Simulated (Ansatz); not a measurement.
The starting structures come from a database of crystals and need not be the phases stable at ambient conditions.

 Where the default PAW files enter, the runs use the earlier of Ansatz's two default sets.

**Evanescent states of PdPbF₄ (I4/mcm, not sure to be the ambient phase, 12 atoms a cell, 16.0 Å³ an atom, -3 GPa at this level) along the normal of (001)**

Method: PBEsol (plane waves, PAW; Ansatz, a program for electronic structure).

The gap is the functional's own, uncorrected, and κ follows it; spin-orbit coupling is left out. Mid-gap values are interpolated between the computed energies.

Energies count from the valence-band top; κ is the least over a 6×6 mesh across the current.

| E (eV) | κ (1/Å) | where |
|---|---|---|
| 0.03 | 0.112 | Γ |
| 0.09 | 0.185 | Γ |
| 0.15 | 0.236 | Γ |
| 0.21 | … | Γ |
| 0.27 | … | Γ |
| 0.33 | … | Γ |
| 0.39 | … | Γ |
| 0.45 | … | Γ |
| 0.51 | … | Γ |
| 0.57 | … | Γ |
| 0.63 | … | Γ |
| 0.69 | … | Γ |
| 0.75 | 0.180 | Γ |
| 0.81 | 0.145 | Γ |
| 0.87 | 0.095 | Γ |

**Question.** Fill in the missing entries.

**Answer.** 
- 0.21, κ (1/Å): 0.276
- 0.27, κ (1/Å): 0.311
- 0.33, κ (1/Å): 0.315
- 0.39, κ (1/Å): 0.302
- 0.45, κ (1/Å): 0.287
- 0.51, κ (1/Å): 0.270
- 0.57, κ (1/Å): 0.252
- 0.63, κ (1/Å): 0.231
- 0.69, κ (1/Å): 0.208
